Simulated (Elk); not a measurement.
# A self-consistent single point of BaAl₂Ga₂ (I4/mmm, 5 atoms in the cell) with Elk

Level of theory: PBEsol, all-electron FP-LAPW, Elk's shipped species files, default APW+lo basis run with Elk 10.2.4.

This input was run:

```
tasks
  0

xctype
  22

rmtscf
  0.99

stype
  0

swidth
  0.00367493

maxscl
  100

scale
  12.14199875

avec
   -0.3512976636    0.3512976636    0.8678593798
    0.3512976636   -0.3512976636    0.8678593798
    0.3512976636    0.3512976636   -0.8678593798

sppath
  './'

atoms
  3
  'Ba.in'
  1
  0.0000000000  0.0000000000  0.0000000000    0.0 0.0 0.0
  'Al.in'
  2
  0.7500000000  0.2500000000  0.5000000000    0.0 0.0 0.0
  0.2500000000  0.7500000000  0.5000000000    0.0 0.0 0.0
  'Ga.in'
  2
  0.3797100000  0.3797100000  0.0000000000    0.0 0.0 0.0
  0.6202900000  0.6202900000  0.0000000000    0.0 0.0 0.0

ngridk
  7 7 7
```

Log, with long lists cut:

```
│ Elk code version 10.2.4 │

All units are atomic (Hartree, Bohr, etc.)

│ Ground-state run starting from atomic densities │

Lattice vectors :
  -4.265455792       4.265455792       10.53754750
   4.265455792      -4.265455792       10.53754750
   4.265455792       4.265455792      -10.53754750

Unit cell volume      :    766.8853251
Brillouin zone volume :   0.3234515062

Muffin-tin inner radius fraction :   0.1000000000E-01

Nuclei treated as point charges

Species :    1 (Ba)
 parameters loaded from : Ba.in
 name : barium
 nuclear charge    :   -56.00000000
 electronic charge :    56.00000000
 atomic mass :    250331.8069
 muffin-tin radius :    2.772000000
 number of radial points in muffin-tin :    697
 atomic positions (lattice), magnetic fields (Cartesian) :
   1 :   0.00000000  0.00000000  0.00000000    0.00000000  0.00000000  0.00000000

Species :    2 (Al)
 parameters loaded from : Al.in
 name : aluminium
 nuclear charge    :   -13.00000000
 electronic charge :    13.00000000
 atomic mass :    49184.33492
 muffin-tin radius :    2.178000000
 number of radial points in muffin-tin :    397
 atomic positions (lattice), magnetic fields (Cartesian) :
   1 :  -0.25000000  0.25000000  0.50000000    0.00000000  0.00000000  0.00000000
   2 :   0.25000000 -0.25000000  0.50000000    0.00000000  0.00000000  0.00000000

Species :    3 (Ga)
 parameters loaded from : Ga.in
 name : gallium
 nuclear charge    :   -31.00000000
 electronic charge :    31.00000000
 atomic mass :    127097.2538
 muffin-tin radius :    2.376000000
 number of radial points in muffin-tin :    497
 atomic positions (lattice), magnetic fields (Cartesian) :
   1 :   0.37971000  0.37971000  0.00000000    0.00000000  0.00000000  0.00000000
   2 :  -0.37971000 -0.37971000  0.00000000    0.00000000  0.00000000  0.00000000

Total number of atoms per unit cell :    5

Spin treatment :
 spin-unpolarised

Number of Bravais lattice symmetries :   16
Number of crystal symmetries         :   16
Crystal has inversion symmetry
Real symmetric eigensolver will be used

k-point grid :      7     7     7
k-point offset :    0.000000000       0.000000000       0.000000000
k-point set is reduced with full crystal symmetry group
Total number of k-points :       40

Muffin-tin radius times maximum |G+k| :    7.000000000
 using average radius
Maximum |G+k| for APW functions       :    2.946127946
Maximum (1/2)|G+k|²                   :    4.339834937
Maximum |G| for potential and density :    12.00000000
 potential will be trimmed for |G| > 2 gkmax
Constant for pseudocharge density :    8
Radial integration step length :    4

G-vector grid sizes :     48    48    48
Number of G-vectors :    22389

Maximum angular momentum used for
 APW functions                      :    8
 outer part of muffin-tin           :    6
 inner part of muffin-tin           :    1

Total nuclear charge    :   -144.0000000
Total core charge       :    80.00000000
Total valence charge    :    64.00000000
Total excess charge     :    0.000000000
Total electronic charge :    144.0000000

Effective Wigner radius, rₛ :    1.083327519

Number of empty states         :   20
Total number of valence states :   52
Total number of core states    :   80

Total number of local-orbitals :   60

Exchange-correlation functional :     22     0     0
 PBEsol, Phys. Rev. Lett. 100, 136406 (2008)
 gradient requirement :    1
 generalised gradient approximation (GGA)

Smearing type :    0
 Gaussian
Smearing width :   0.3674930000E-02
Effective electronic temperature (K) :    1160.451112

Mixing type :    3
 Broyden mixing, J. Phys. A: Math. Gen. 17, L317 (1984)

Kohn-Sham potential initialised from atomic data

│ Self-consistent loop started │
│ Loop number : 1 │
 total energy                :     -12509.6938826
│ Loop number : 2 │
 total energy                :     -12509.7929831
RMS change in Kohn-Sham potential (target) :   0.4076791820     (  0.1000000000E-05)
Absolute change in total energy (target)   :   0.9910052169E-01 (  0.1000000000E-03)
│ Loop number : 3 │
 total energy                :     -12509.0683653
RMS change in Kohn-Sham potential (target) :   0.3529007680     (  0.1000000000E-05)
Absolute change in total energy (target)   :   0.6998427164     (  0.1000000000E-03)
│ Loop number : 4 │
 total energy                :     -12507.6958896
RMS change in Kohn-Sham potential (target) :   0.1431969053     (  0.1000000000E-05)
Absolute change in total energy (target)   :    1.547436361     (  0.1000000000E-03)
│ Loop number : 5 │
 total energy                :     -12506.8049443
RMS change in Kohn-Sham potential (target) :   0.4277603043E-01 (  0.1000000000E-05)
Absolute change in total energy (target)   :    1.277804432     (  0.1000000000E-03)
│ Loop number : 6 │
 total energy                :     -12506.5165206
RMS change in Kohn-Sham potential (target) :   0.9786666101E-02 (  0.1000000000E-05)
Absolute change in total energy (target)   :   0.6078748258     (  0.1000000000E-03)
│ Loop number : 7 │
 total energy                :     -12506.4221237
RMS change in Kohn-Sham potential (target) :   0.5508487769E-03 (  0.1000000000E-05)
Absolute change in total energy (target)   :   0.2463655970     (  0.1000000000E-03)
│ Loop number : 8 │
 total energy                :     -12506.4187744
RMS change in Kohn-Sham potential (target) :   0.2675391000E-03 (  0.1000000000E-05)
Absolute change in total energy (target)   :   0.6494067644E-01 (  0.1000000000E-03)
│ Loop number : 9 │
 total energy                :     -12506.4113817
RMS change in Kohn-Sham potential (target) :   0.5639237702E-04 (  0.1000000000E-05)
Absolute change in total energy (target)   :   0.2362781512E-01 (  0.1000000000E-03)
│ Loop number : 10 │
 total energy                :     -12506.4136160
RMS change in Kohn-Sham potential (target) :   0.2020140309E-04 (  0.1000000000E-05)
Absolute change in total energy (target)   :   0.3672715147E-02 (  0.1000000000E-03)
│ Loop number : 11 │
 total energy                :     -12506.4135132
RMS change in Kohn-Sham potential (target) :   0.7011436851E-05 (  0.1000000000E-05)
Absolute change in total energy (target)   :   0.1020919781E-02 (  0.1000000000E-03)
│ Loop number : 12 │
 total energy                :     -12506.4133394
RMS change in Kohn-Sham potential (target) :   0.2560590588E-05 (  0.1000000000E-05)
Absolute change in total energy (target)   :   0.4291152636E-03 (  0.1000000000E-03)
│ Loop number : 13 │
 total energy                :     -12506.4131360
RMS change in Kohn-Sham potential (target) :   0.3975403847E-06 (  0.1000000000E-05)
Absolute change in total energy (target)   :   0.3106442018E-03 (  0.1000000000E-03)
│ Loop number : 14 │
 total energy                :     -12506.4131323
RMS change in Kohn-Sham potential (target) :   0.1693330795E-06 (  0.1000000000E-05)
Absolute change in total energy (target)   :   0.8132051516E-04 (  0.1000000000E-03)
Convergence targets achieved

│ Loop number : 15 │

Energies :
 Fermi                       :     0.241865616427
 sum of eigenvalues          :     -7494.94004378
 electron kinetic            :      13130.8119970
 core electron kinetic       :      12472.5112261
 Coulomb                     :     -25257.2580866
 Coulomb potential           :     -20127.1402928
 nuclear-nuclear             :     -1095.92561323
 electron-nuclear            :     -28195.5246539
 Hartree                     :      4034.19218054
 Madelung                    :     -15193.6879402
 xc potential                :     -498.611747993
 exchange                    :     -371.980987159
 correlation                 :     -7.98604307227
 total energy                :     -12506.4131198

Density of states at Fermi energy :    41.01380940
 (states/Hartree/unit cell)

Estimated indirect band gap :   0.9199318286E-03
 from k-point     30 to k-point      3
Estimated direct band gap   :   0.1072392612E-01
 at k-point     30

Charges :
 core                        :    80.00000000
 valence                     :    64.00000000
 interstitial                :    8.737881463
 muffin-tins (core leakage)
  species :    1 (Ba)
   atom    1                 :    53.69640917     (  0.6543640232E-05)
  species :    2 (Al)
   atom    1                 :    11.11196985     (  0.5312989331E-03)
   atom    2                 :    11.11196985     (  0.5312989331E-03)
  species :    3 (Ga)
   atom    1                 :    29.67088483     (  0.8669440500E-03)
   atom    2                 :    29.67088483     (  0.8669440500E-03)
 total in muffin-tins        :    135.2621185
 total calculated charge     :    143.9673308
 total charge                :    144.0000000
 error                       :   0.3266915690E-01

│ Self-consistent loop stopped │
```

The run converged in 15 iterations. The count includes the last loop, which Elk runs after its targets are met.

The starting cell comes from a database of computed structures (which also holds hypothetical and non-ambient phases and stackings), without a prior relaxation at this level. Its lattice was rescaled by a random factor within 2.5 % of one. Values depend on the basis (sphere radii, cutoffs, local orbitals), which need not be converged. The log's line on a gap gives a spacing of levels on this mesh, which the program prints for metals too.

Cost on one core of a shared machine: roughly 40 s.
